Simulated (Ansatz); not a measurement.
## O on the 1x1 (10-10) surface of wurtzite GaN (cut with top plane Ga + N), one in a 2x1 cell, started at the site 'top Ga #2'

Host crystal: wurtzite GaN, with a band gap (PBE, scalar-relativistic without spin-orbit coupling).

Calculation: r2SCAN, at the PBE geometry and the start's symmetry (plane waves to 500 eV, PAW; Ansatz, an electronic-structure program).

Model: 33-atom slab, 9.3 Å thick at the start under the adsorbate (thin: gaps and levels are the slab's own), 3x4x1 mesh, Fermi-Dirac 0.01 eV, dipole correction, single point; on the structure that PBE left under its start's symmetry; spin-polarised, ending with about 2.0 μB a cell; orders that need a larger cell were not tried, no spin-orbit, no U, no dispersion correction. The program's check for a lower electronic state was not made. It is one chosen start, not shown to be the lowest state of the adsorbate.

| Item | Result |
|---|---|
| adsorption energy against ½ O2(g) at the same level | 2.24 eV |
| change of the step from the bottom to the top vacuum level, against the clean slab | 0.76 eV |
| height of the binding atom over the mean of the host atoms within 0.3 Å of the top one | 1.543 Å |
| magnetic moment of the cell | 2.00 μB |
| nearest host atoms of the binding atom | Ga at 2.19 Å, N at 2.45 Å, N at 2.45 Å |

A negative adsorption energy means that the adsorbate is more stable on the surface than in its reference.
